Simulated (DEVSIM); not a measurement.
System: Si n-p junction from an implanted or diffused profile, at 300 K.

| layer (left to right) | material | thickness (μm) | Na (cm⁻³) | τn (s) | τp (s) |
|---|---|---|---|---|---|
| 1 | Si | 5.60 | 4.8e14 | 2.4e-7 | 2.4e-7 |

Added donor profile: 2.2e17 cm⁻³ × exp(−(x − 0.053 μm)²/(2·(0.26 μm)²)). Left contact: ohmic. Right contact: ohmic. Voltage is applied to the left contact. Recombination: SRH at mid-gap, radiative. Mobility is μmin + (μ − μmin)/(1 + (N/Nref)^α).

This is a model device: material constants are rounded textbook-type values typed into the input, and sizes, dopings and lifetimes were drawn at random. Values at 300 K; Nc and Nv go as T^1.5, mobilities as T to minus their exponent, the gap by Varshni's rule with the affinity fixed. The table also holds parameters that only a changed run uses.

| parameter | Si |
|---|---|
| gap (eV) | 1.124 |
| affinity (eV) | 4.05 |
| permittivity | 11.7 |
| Nc (cm⁻³) | 2.86e19 |
| Nv (cm⁻³) | 3.1e19 |
| μn (cm²/Vs) | 1417 |
| μp (cm²/Vs) | 470 |
| μn,min | 52 |
| μp,min | 45 |
| Nref,n | 9.7e16 |
| Nref,p | 2.2e17 |
| αn | 0.68 |
| αp | 0.72 |
| T exponent of μn | 2.3 |
| T exponent of μp | 2.2 |
| B (cm³/s) | 4.7e-15 |
| Cn (cm⁶/s) | 2.8e-31 |
| Cp (cm⁶/s) | 9.9e-32 |
| Varshni α (eV/K) | 0.000473 |
| Varshni β (K) | 636 |

Model (solved in DEVSIM): 1D drift-diffusion, Boltzmann statistics, complete ionisation; no tunnelling, impact ionisation, image-force lowering or self-heating.

Base results: dark forward voltage at 1 A/cm² (V) 0.508; potential step across the device at zero bias (V) 0.711; dark forward voltage at 100 A/cm² (V) 0.682.

Q: What follows from this one change: doping Na of layer 1 4.8e+14 → 4.8e+13 cm^-3?

A: dark forward voltage at 1 A/cm² 0.508 → 0.456 V; potential step across the device at zero bias 0.711 → 0.652 V; dark forward voltage at 100 A/cm² little changed (0.685 V).

Q: What follows from this one change: straggle of the profile 0.26 → 0.13 μm?

A: dark forward voltage at 1 A/cm² little changed (0.511 V); potential step across the device at zero bias little changed (0.710 V); dark forward voltage at 100 A/cm² 0.682 → 0.689 V.

Q: What follows from this one change: temperature 300 → 350 K?

A: dark forward voltage at 1 A/cm² 0.508 → 0.385 V; potential step across the device at zero bias 0.711 → 0.615 V; dark forward voltage at 100 A/cm² 0.682 → 0.594 V.
